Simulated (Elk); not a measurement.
## Convergence study of shifted k-point meshes for ZnSe (R3m, 2 atoms in the cell)

```
CELL_PARAMETERS angstrom
      0.00000     2.82083     2.82083
      2.82083     0.00000     2.82083
      2.82083     2.82083     0.00000
ATOMIC_POSITIONS crystal
  Zn 0.00512 0.00512 0.00512
  Se 0.25000 0.25000 0.25000
```

Level of theory: Elk 10.2.4 with LDA (PW92), all-electron FP-LAPW, Elk's shipped species files, default APW+lo basis.

Base settings: swidth = 0.000367493 Ha; ngridk = 4 4 4; rmtscf = 0.88; maxscl = 100.

In this ladder: vkloff = 0.5 0.5 0.5.

Only quantities that move along the ladder and can be compared are tabulated.

The starting cell has typed, rounded lattice constants, without a prior relaxation at this level. Its lattice was rescaled by up to half a per cent. One atom was moved a little off its site on purpose. Values depend on the basis (sphere radii, cutoffs, local orbitals), which need not be converged.

```csv
ngridk,free energy less the last step's (meV/atom)
2 2 2,32.22
3 3 3,5.93
4 4 4,1.29
5 5 5,-0.14
6 6 6,0.94
7 7 7,-0.38
8 8 8,-0.42
9 9 9,0.63
10 10 10,0.20
11 11 11,-0.59
12 12 12,0.08
13 13 13,-0.05
14 14 14,-0.35
16 16 16,0.00
```

Coarsest ngridk that holds the free energy within 2 meV/atom of the last step, with all finer ones: 4 4 4; the step before is off by 5.9 meV/atom.
